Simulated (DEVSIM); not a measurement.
Device: TaN/AlN/p-GaSb capacitor, at 300 K.

```tsv
layer (left to right)	material	thickness (nm)	Na (cm⁻³)
1	AlN	4.80	-
2	GaSb	360	2.8e18
```

Metal gate on the left, work function 4.4 eV. Fixed charge at the semiconductor interface -1.5e11 cm⁻² (in units of +e); no interface traps.

Constants are typed, rounded textbook-type inputs, not results; the design itself was drawn at random and stands for no fabricated device. Values at 300 K; Nc and Nv go as T^1.5, mobilities as T to minus their exponent, the gap by Varshni's rule with the affinity fixed.

```
parameter         AlN     GaSb
----------------  ---  -------
gap (eV)          6.1    0.726
affinity (eV)     1.9     4.06
permittivity      8.5     15.7
Nc (cm⁻³)           -   2.1e17
Nv (cm⁻³)           -   1.8e19
Varshni α (eV/K)    -  0.00042
Varshni β (K)       -      140
```

Model (solved in DEVSIM): 1D Poisson equation in equilibrium, Boltzmann statistics, complete ionisation; no quantum confinement or tunnelling. Metal contacts follow the ideal Schottky-Mott rule: no Fermi-level pinning, no interface dipoles.

Base results: flat-band voltage (V) -0.32; minimum of the low-frequency capacitance (μF/cm²) 0.497.

### Question
What follows from this one change: temperature 300 → 500 K?

### Answer
flat-band voltage -0.32 → -0.18 V; minimum of the low-frequency capacitance 0.497 → 0.565 μF/cm².

### Question
What follows from this one change: substrate doping 2.8e+18 → 1.4e+18 cm^-3?

### Answer
flat-band voltage -0.32 → -0.30 V; minimum of the low-frequency capacitance 0.497 → 0.395 μF/cm².

### Question
What follows from this one change: gate work function 4.4 → 4.25 eV?

### Answer
flat-band voltage -0.32 → -0.47 V; minimum of the low-frequency capacitance little changed (0.498 μF/cm²).
